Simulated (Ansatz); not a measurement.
Bond-angle distributions (per cent of the angles at each element, bins of 10°) of a relaxed model of amorphous In$_{24}$O$_{36}$H$_{2}$ at 6.43 g/cm³. The numbers are results of PBE, scalar-relativistic without spin-orbit coupling (plane waves to 420 eV, PAW; Ansatz, a quantum-chemistry and plane-wave program), not measurements. The usual formal charges leave 2 electrons over, so the level spacing at the Fermi energy parts defect or band states and needn't be the band gap.

It comes from a melt-quench run on a machine-learned potential (CHGNet), relaxed afterwards by DFT. O atoms were pushed apart under 1.9 Å during the dynamics, to hinder bonds among them. The hot cell started wider than the set density and was brought back towards it in steps. It is the lowest in DFT energy of 2 quenches. It is a model cell: composition and starting density were chosen by hand, and all elements were melted together. No dispersion term was used. Its density started from a set value of 6.43 and ended at 6.43 g/cm³. The quench (nominally 460 K/ps over its main leg) was far faster than any real one, so the model tends to hold more defects than a real film. One small periodic cell is one sample of the glass; other quenches scatter about these values. The volume was held where the preparation left it, at a PBE pressure of 1.4 GPa. Stress components on the final sampling reach 2.5 GPa.

Bonds are counted up to In-In 3.12 Å, In-O 2.58 Å, In-H 2.08 Å, O-O 1.58 Å, O-H 1.16 Å, H-H 0.90 Å. Two cations that share two anions don't count as bonded, nor two that share one unless they lie closer than In-In 3.04 Å.

```
angle (°)  at In  at O
---------  -----  ----
50-60          0     0
60-70          2     0
70-80         12     0
80-90         25     6
90-100        18    21
100-110       10    21
110-120        8    25
120-130        4    16
130-140        4     7
140-150        4     2
150-160        4     1
160-170        5     0
170-180        3     0
```

They go with these counts of neighbours within the cut-offs, cation contacts included: In mean 5.1, most often 5; O mean 3.5, most often 3.
